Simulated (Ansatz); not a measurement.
Candidates (primitive cells; geometry: relaxed with this functional, without spin-orbit coupling):
A. PtAl2 (Fm-3m), a = b = c = 4.169 Å, α = β = γ = 60.00°
B. PtSn$_{2}$ (Fm-3m), a = b = c = 4.5628 Å, α = β = γ = 60.00°
C. Ir2P (Fm-3m), a = b = c = 3.9122 Å, α = β = γ = 60.00°

### Question
Order them by resistivity at 300 K (lowest first) at the level PBEsol, DFPT electron-phonon coupling, linearised Boltzmann equation run with Ansatz (a program for electronic structure).

### Answer
C (4.4 μΩ·cm), A (6.8 μΩ·cm), B (11.9 μΩ·cm)

Metals; harmonic phonons alone scatter; means over directions. Halving the electron mesh moves these values by up to 7 %; q meshes are mostly untested. Some of the runs warned that the eigensolver left states short of its tolerance. Spin-orbit coupling is left out.

Formula and space group known from diffraction (Crystallography Open Database), not checked to be the room-temperature form: Ir2P (Fm-3m), PtSn2 (Fm-3m). The missing spin-orbit coupling matters most for Ir2P (Fm-3m), PtAl2 (Fm-3m), PtSn2 (Fm-3m).
